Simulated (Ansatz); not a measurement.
We consider CsCl-type CuZn, described by HSE06 (Ansatz, an electronic-structure program, PAW).

Numerical settings: plane-wave cutoff 460 eV, 10×10×10 k mesh, Fermi–Dirac smearing 0.05 eV, no spin polarisation, scalar-relativistic PAW data made under PBE.

Cell (relaxed at this level):

Space group Pm-3m (No. 221); a = b = c = 2.9638 Å, α = β = γ = 90.00°

```
atom  site  symmetry       x       y       z
----  ----  --------  ------  ------  ------
Zn      1b      m-3m  0.5000  0.5000  0.5000
Cu      1a      m-3m  0.0000  0.0000  0.0000
```

**Question.** What does this level give for the bulk modulus and pressure derivative B′ of the bulk modulus?

**Answer.** 
bulk modulus: 110 GPa
pressure derivative B′ of the bulk modulus: 5.0

Measured, for comparison: bulk modulus 116 GPa (temperature not stated, no zero-point or thermal correction; as tabulated in Nepal et al. (2020), arXiv:2007.11150). Computed (rounded) less measured: bulk modulus -5 %.

Note: the run has no spin polarisation, so it can have missed a magnetic state.

The computed numbers hold no vibrational or temperature effects.
